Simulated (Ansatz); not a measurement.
Take Rb₂PdP₂ (space group Cmcm, No. 63; a = 6.499 Å, b = 14.456 Å, c = 5.960 Å; a cell from a computed database, its experimental status unchecked) as the base. Axes: x, y, z lie along a, b, c of the conventional cell.

All numbers come from PBEsol (Ansatz, an electronic-structure program; PAW; 420 eV plane waves; no SOC), earlier PAW set.

Modification: uniaxial strain ε_xx = −0.78 %, all other strain components held at zero, atoms relaxed at fixed cell.

Task: Predict the stress tensor and what it implies for the stiffness.

Result: Stress of the strained cell less that of the base (GPa, compression positive):
```
   0.34    0.00    0.00
   0.00    0.12    0.00
   0.00    0.00    0.05
```

Then −Δσ_ii/ε with ε = -0.0078 gives relaxed-ion elastic constants: C11 ≈ 43 GPa.

Stability against distortions was not tested.
